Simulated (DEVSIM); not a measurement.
Device: Al/SiO2/p-Ge capacitor, at 300 K.

Layer 1 from the left is SiO2, thickness (nm) 16.0. Layer 2 from the left is Ge, thickness (nm) 12000, Na (cm⁻³) 2.3e15.

Metal gate on the left, work function 4.1 eV. Fixed charge at the semiconductor interface 1.1e10 cm⁻² (in units of +e); no interface traps.

The device is made up for the run: typed textbook-type constants, with dimensions and the other settings drawn at random. Values at 300 K.

SiO2: gap (eV) 9, affinity (eV) 0.9, permittivity 3.9. Ge: gap (eV) 0.664, affinity (eV) 4, permittivity 16, Nc (cm⁻³) 1.04e19, Nv (cm⁻³) 6e18.

Task: Estimate by hand the flat-band voltage, the threshold voltage, and compare with a numerical solution.

Result: 
- Flat-band voltage: C = 0.216 μF/cm², work-function difference -0.361 V; VFB = φms − qNf/C = -0.37 V; numerical -0.37 V.
- Threshold voltage: φF = 0.122 V, depletion charge √(4εqNφF) = 1.59e-8 C/cm²; VT = VFB + 2φF + Qd/C = -0.05 V; numerical -0.05 V.

DEVSIM, 1D Poisson equation in equilibrium, Boltzmann statistics, complete ionisation; no quantum confinement or tunnelling. Metal contacts follow the ideal Schottky-Mott rule: no Fermi-level pinning, no interface dipoles.
